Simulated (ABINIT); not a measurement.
Worked example: self-consistent single point of Ga3Hg (I4/mmm, 4 atoms in the cell) in ABINIT.

Method: PBEsol, norm-conserving pseudopotentials (PseudoDojo nc-sr-04 PBEsol standard) (plane waves; ABINIT).

The change in words: lattice scaled by 0.98. Reference geometry:
```xyz
4
Lattice="-2.1214 2.1214 4.6441 2.1214 -2.1214 4.6441 2.1214 2.1214 -4.6441" Properties=species:S:1:pos:R:3 pbc="T T T"
Ga     0.0000     2.1214     2.3220
Ga     2.1214     0.0000     2.3220
Ga     0.0000     0.0000     4.6441
Hg     0.0000     0.0000     0.0000
```

Reference input (self-consistent single point, DFT, PBEsol, plane waves, norm-conserving pseudopotentials (PseudoDojo nc-sr-04 PBEsol standard)): pseudos = [Ga.upf, Hg.upf]; ecut = 1088 eV; occopt = 3; tsmear = 0.00499791 Ha; ngkpt = 7 7 7; nshiftk = 1; shiftk = 0 0 0; potentials = PseudoDojo nc-sr-04 PBEsol standard; nband = 39; kptopt = 1; nstep = 100; tolvrs = 1e-12. This run's input differs from it in these lines:

```diff
@@ -5,5 +5,5 @@
 rprim
-        -4.0087988604    4.0087988604    8.7760109550
-         4.0087988604   -4.0087988604    8.7760109550
-         4.0087988604    4.0087988604   -8.7760109550
+        -3.9286234501    3.9286234501    8.6004913028
+         3.9286234501   -3.9286234501    8.6004913028
+         3.9286234501    3.9286234501   -8.6004913028
 natom 4
```

Log, with long lists cut:

```
--- !BeginCycle
solver: {iscf: 7, nstep: 100, nline: 4, wfoptalg: 0, }
tolerances: {tolvrs: 1.00E-12, }
...

     iter   Etot(hartree)      deltaE(h)  residm     vres2
 ETOT  1  -393.48373576813    -3.935E+02 7.465E-01 2.421E+02
 ETOT  2  -395.58040290026    -2.097E+00 2.336E-02 1.824E+02
 ETOT  3  -395.59843810548    -1.804E-02 1.084E-02 1.502E+01
 ETOT  4  -395.59969820584    -1.260E-03 6.064E-03 8.670E-01
 ETOT  5  -395.59975054690    -5.234E-05 4.771E-03 2.250E-01
   [... 3 lines left out ...]
 ETOT  9  -395.59976876975    -6.054E-11 3.426E-04 1.160E-08
 ETOT 10  -395.59976876975     2.046E-12 3.757E-04 5.587E-10
 ETOT 11  -395.59976876975    -3.183E-12 6.399E-05 1.281E-12
 ETOT 12  -395.59976876973     2.098E-11 6.378E-05 6.501E-15
 At SCF step   12       vres2   =  6.50E-15 < tolvrs=  1.00E-12 =>converged.

 Cartesian components of stress tensor (hartree/bohr^3)
  sigma(1 1)=  3.25505889E-05  sigma(3 2)=  0.00000000E+00
  sigma(2 2)=  3.25505889E-05  sigma(3 1)=  0.00000000E+00
  sigma(3 3)=  3.63605583E-05  sigma(2 1)=  0.00000000E+00

 ----iterations are completed or convergence reached----

 reduced coordinates (array xred) for    4 atoms
       0.750000000000      0.250000000000      0.500000000000
       0.250000000000      0.750000000000      0.500000000000
       0.500000000000      0.500000000000      0.000000000000
       0.000000000000      0.000000000000      0.000000000000
 cartesian forces (eV/Angstrom) at end:
    1     -0.00000000000000     0.00000000000000     0.00000000000000
   [... lines left out ...]
 Fermi (or HOMO) energy (eV) =   6.96100   Average Vxc (eV)= -11.49271
   [... lines left out ...]
total_energy        : -3.95599768769728E+02
total_energy_eV     : -1.07648171629203E+04
band_energy         : -2.81817713143038E+01
...

-Cartesian components of stress tensor (GPa)         [Pressure= -9.9504E-01 GPa]
- sigma(1 1)=  9.57671228E-01  sigma(3 2)=  0.00000000E+00
- sigma(2 2)=  9.57671228E-01  sigma(3 1)=  0.00000000E+00
- sigma(3 3)=  1.06976438E+00  sigma(2 1)=  0.00000000E+00

 Calculation completed.
```

The run converged in 12 iterations. Against the reference run the free energy falls by 18.5 meV/atom and the pressure goes from -3.74 to -1.00 GPa.

The starting cell comes from a database of computed structures (which also holds hypothetical and non-ambient phases and stackings), without a prior relaxation at this level. For this run, on top of that: lattice scaled by 0.98.

Cost on one core of a shared machine: roughly 6 min.
